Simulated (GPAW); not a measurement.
Band structure of TiNbC₂ (R-3m, 4 atoms in the cell).

```
CELL_PARAMETERS angstrom
      1.56522     0.90368     5.09669
     -1.56522     0.90368     5.09669
      0.00000    -1.80736     5.09669
ATOMIC_POSITIONS crystal
  Ti 0.50000 0.50000 0.50000
  Nb 0.00000 0.00000 0.00000
  C  0.75243 0.75243 0.75243
  C  0.24757 0.24757 0.24757
```

Method: PBEsol, GPAW PAW datasets PBEsol (made by gpaw-setup) (plane waves; GPAW).

Settings: mode = pw; ecut = 900 eV; xc = PBEsol; kpts = 8 8 8; mesh shift (steps) = 0 0 0; occupations.name = methfessel-paxton; occupations.width = 0.05 eV; occupations.order = 0; nbands = -12; convergence.density = 1e-05 e/electron; convergence.energy = 1e-05 eV/electron; symmetry.symmorphic = false; symmetry.tolerance = 0.0005; maxiter = 150.

The starting cell comes from a database of computed structures (which also holds hypothetical and non-ambient phases and stackings), without a prior relaxation at this level. Spin polarisation is off.

Levels in eV from the Fermi level, bands 13 to 20:
```
point     13     14     15     16     17    18    19    20
-----  -----  -----  -----  -----  -----  ----  ----  ----
Γ      -4.19  -0.50  -0.50  -0.43   0.55  0.55  0.57  0.90
L      -4.41  -3.35  -3.23  -2.54   0.25  0.62  2.40  2.94
B1     -4.14  -3.92  -3.26  -3.03   1.14  1.18  2.21  2.42
B      -4.14  -3.92  -3.26  -3.03   1.14  1.18  2.21  2.42
Z      -3.30  -3.30  -2.51  -2.51   0.60  0.60  1.03  1.03
X      -4.18  -3.84  -3.43  -3.00   1.05  1.80  1.88  2.32
Q      -4.18  -3.84  -3.43  -3.00   1.05  1.80  1.88  2.32
F      -4.10  -3.80  -3.04  -0.87  -0.84  2.11  2.28  2.30
P1     -4.04  -3.78  -3.04  -1.17  -0.84  2.10  2.20  2.45
P      -4.04  -3.78  -3.04  -1.17  -0.84  2.10  2.20  2.45
```

Bands cross the Fermi level along this path, so the cell is metallic at this level.
